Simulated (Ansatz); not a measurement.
Take GaN (space group P6_422, No. 181; a hypothetical phase, not in the database extracts checked) as the base.

```
GaN
1.0
    3.16371     0.00000     0.00000
   -1.58186     2.73985     0.00000
    0.00000     0.00000     7.43943
Ga N
3 3
Direct
  0.50000   0.50000   0.16667
  0.50000   0.00000   0.50000
  0.00000   0.50000   0.83333
  0.50000   0.50000   0.66667
  0.50000   0.00000   0.00000
  0.00000   0.50000   0.33333
```

Level of theory: PBE, PAW, 420 eV (Ansatz, an electronic-structure program; spin-orbit coupling left out).

Its conduction minimum is a single valley at Γ with mass 0.12 mₑ.

Modification: 0.645 electrons added to each cell, a density of 1.0×10^22 cm⁻³, with a uniform compensating background at fixed cell and a 300 K Fermi–Dirac width.

Task: Where would a parabolic band put the Fermi level, and where does the calculation put it?

Result: k_F = (3π²n)^(1/3) = 0.667 Å⁻¹, so ħ²k_F²/2m = 14 eV above the band edge at zero temperature. The calculation gives 2.50 eV (to 0.05 eV): the band is strongly non-parabolic or higher valleys fill at this density.

Charged cell with a jellium background: band edges are those of the host's band count, energies are not comparable with the neutral cell, and many-body gap narrowing is missing. The levels and masses belong to the bands next to the band gap. Effective masses come from finite differences of ±0.01 Å⁻¹. Whether these cells are dynamically stable was not tested. The base started in P3_121 and relaxed to P6_422 at this level.
